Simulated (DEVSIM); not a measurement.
In0.49Ga0.51P/GaAs n-p heterojunction

Device: In0.49Ga0.51P/GaAs n-p heterojunction, at 300 K.

| layer (left to right) | material | thickness (μm) | Nd (cm⁻³) | Na (cm⁻³) | τn (s) | τp (s) |
|---|---|---|---|---|---|---|
| 1 | In0.49Ga0.51P | 0.780 | 1.4e16 | - | 4.7e-10 | 4.7e-10 |
| 2 | GaAs | 0.170 | - | 2e17 | 4.7e-10 | 4.7e-10 |

Left contact: ohmic. Right contact: ohmic. Voltage is applied to the left contact. Recombination: SRH at mid-gap, Auger. Mobility is μmin + (μ − μmin)/(1 + (N/Nref)^α).

The device is made up for the run: typed textbook-type constants, with dimensions and the other settings drawn at random. Values at 300 K.

```tsv
parameter	In0.49Ga0.51P	GaAs
gap (eV)	1.89	1.424
affinity (eV)	4	4.07
permittivity	11.8	12.9
Nc (cm⁻³)	9e17	4.7e17
Nv (cm⁻³)	1.3e19	9e18
μn (cm²/Vs)	1500	8500
μp (cm²/Vs)	80	400
μn,min	400	500
μp,min	15	20
Nref,n	2e16	6e16
Nref,p	1.5e17	1.5e17
αn	0.7	0.39
αp	0.8	0.38
Cn (cm⁶/s)	3e-30	1e-30
Cp (cm⁶/s)	3e-30	1e-30
```

DEVSIM, 1D drift-diffusion, Boltzmann statistics, complete ionisation; no tunnelling, impact ionisation, image-force lowering or self-heating. Band offsets follow the typed affinities; no thermionic-emission limit at abrupt steps, no polarisation charge.

```
Quantity                                           Result
---------------------------------------------  ----------
Potential step across the device at zero bias     1.288 V
Largest field in the device at zero bias       71000 V/cm
Dark forward voltage at 1 A/cm²                   0.999 V
Dark forward voltage at 100 A/cm²                 1.131 V
```

Dark forward current:

(V (V), J (A/cm²)): (-0.05, -2.0e-13); (-0.10, -7.0e-13); (-0.15, -2.0e-12); (-0.20, -5.6e-12); (-0.25, -1.5e-11); (-0.30, -4.3e-11); (-0.35, -1.3e-10); (-0.40, -4.2e-10); (-0.45, -1.6e-9); (-0.50, -8.0e-9); (-0.55, -4.6e-8); (-0.60, -2.9e-7); (-0.65, -1.9e-6); (-0.70, -1.3e-5); (-0.75, -8.4e-5); (-0.80, -0.00057); (-0.85, -0.0038); (-0.90, -0.025); (-0.95, -0.16); (-1.00, -1.0); (-1.05, -6.5); (-1.10, -37); (-1.15, -180); (-1.20, -590); (-1.25, -1300); (-1.30, -2300)

Small-signal capacitance in reverse bias (quasi-static):

```csv
V (V),C (nF/cm²)
0.2,27.7
0.5,25.2
1,22.2
1.5,20.1
2,18.4
```
